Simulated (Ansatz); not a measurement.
C (model structure, started from the Si type, Ia-3, No. 206, 8 atoms in the cell), treated with LDA in Ansatz (plane waves, PAW).

Run with plane-wave cutoff 520 eV, 14×14×14 k mesh, Fermi–Dirac smearing 0.05 eV, scalar-relativistic PAW data made under PBE.

Cell (relaxed at this level):

```cif
data_C16
_chemical_formula_sum 'C16'
_space_group_name_H-M_alt 'Ia-3'
_space_group_IT_number 206
_space_group_name_Hall '-I 2b 2c 3'
_cell_length_a 4.42214
_cell_length_b 4.42214
_cell_length_c 4.42214
_cell_angle_alpha 90.000
_cell_angle_beta 90.000
_cell_angle_gamma 90.000
loop_
_atom_site_label
_atom_site_type_symbol
_atom_site_symmetry_multiplicity
_atom_site_Wyckoff_symbol
_atom_site_fract_x
_atom_site_fract_y
_atom_site_fract_z
_atom_site_occupancy
C1 C 16 c 0.09431 0.09431 0.09431 1
```
(The calculation used a cell of 8 atoms; values per cell refer to that cell.)

**Question.** Estimate the band gap and direct gap at Γ that the calculation returns.

**Answer.** 
* **band gap**: 2.37 eV (direct)
* **direct gap at Γ**: 7.63 eV

Note: the relaxation could raise the start's symmetry but not lower it, so the cell can be a saddle point.

The computed numbers hold no vibrational or temperature effects.

A model structure was made by putting elements into a prototype or built by hand; it is no filed structure, need not be a known phase, and can be a saddle point held by its symmetry.

Ansatz is an electronic-structure program.
